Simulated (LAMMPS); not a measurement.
LAMMPS 22 Jul 2025, classical MD, EAM (W_zhou.eam.alloy): W, 11664 atoms.

```json
{
  "task": "MD, nve",
  "potential": "EAM, W_zhou.eam.alloy",
  "copies_of_the_repeat_unit": "18×18×18",
  "shape (slab and sphere leave vacuum in the box)": "bulk",
  "steps": "2000",
  "timestep": "2 fs",
  "thermo": "50",
  "newton": "on (default)",
  "atom_modify sort (bins of 2 Å where set)": "1000 (default)",
  "comm_style": "brick (default)",
  "box": "57.0 × 57.0 × 57.0 Å",
  "start": "generated bcc lattice, warmed in an untimed run"
}
```

All runs start from one configuration, warmed at this fixed volume for 1000 steps under a thermostat at 1200 K. The run at a skin of 2 Å has a mean temperature of 1200 K and a mean pressure of 4.3 GPa.

Each setting ran once; only counts and results are compared.

With neigh_modify every 1 delay 0 check yes, skins of 0.1, 0.3, 0.5, 1, 1.5, 2, 3 Å were run. Further schedules:
- skin 1 Å, every 100 delay 0 check no
- skin 0.3 Å, every 20 delay 0 check no
- skin 2 Å, every 10 delay 0 check yes
- skin 2 Å, every 20 delay 0 check no
- skin 0.3 Å, every 1 delay 10 check yes
- skin 2 Å, every 1 delay 10 check yes
- skin 2 Å, every 100 delay 0 check no

A schedule rebuilds too seldom if it shows a dangerous build, rebuilds less often than the check at every step does at that skin, or fails.

Problem. Name the settings that rebuild less often than the motion of the atoms asks.

Solution. With the check at every step the rebuilds are 678 at 0.1 Å, 275 at 0.3 Å, 166 at 0.5 Å, 77 at 1 Å, 18 at 1.5 Å, 0 at 2 Å, 0 at 3 Å. Too seldom: skin 1 Å, every 100 delay 0 check no; skin 0.3 Å, every 20 delay 0 check no; skin 0.3 Å, every 1 delay 10 check yes.

```csv
setting,rebuilds,dangerous builds,list entries an atom,change of the total energy (meV/atom)
"skin 0.1 Å, every 1 delay 0 check yes",678,—,68.2,−0.0030
"skin 0.3 Å, every 1 delay 0 check yes",275,—,74.4,−0.0030
"skin 0.5 Å, every 1 delay 0 check yes",166,—,82.5,−0.0030
"skin 1 Å, every 1 delay 0 check yes",77,—,85.9,−0.0030
"skin 1.5 Å, every 1 delay 0 check yes",18,—,107,−0.0030
"skin 2 Å, every 1 delay 0 check yes",0,—,131,−0.0030
"skin 3 Å, every 1 delay 0 check yes",0,—,166,−0.0030
"skin 1 Å, every 100 delay 0 check no",20,not counted,85.9,−0.0030
"skin 0.3 Å, every 20 delay 0 check no",100,not counted,74.4,−0.0030
"skin 2 Å, every 10 delay 0 check yes",0,0,131,−0.0030
"skin 2 Å, every 20 delay 0 check no",100,not counted,131,−0.0030
"skin 0.3 Å, every 1 delay 10 check yes",200,200,74.4,−0.0030
"skin 2 Å, every 1 delay 10 check yes",0,0,131,−0.0030
"skin 2 Å, every 100 delay 0 check no",20,not counted,131,−0.0030
```

Where the energy changes as in the checked runs, the late rebuilds cost nothing that shows in this run. List entries are as LAMMPS prints them (Ave neighs/atom).
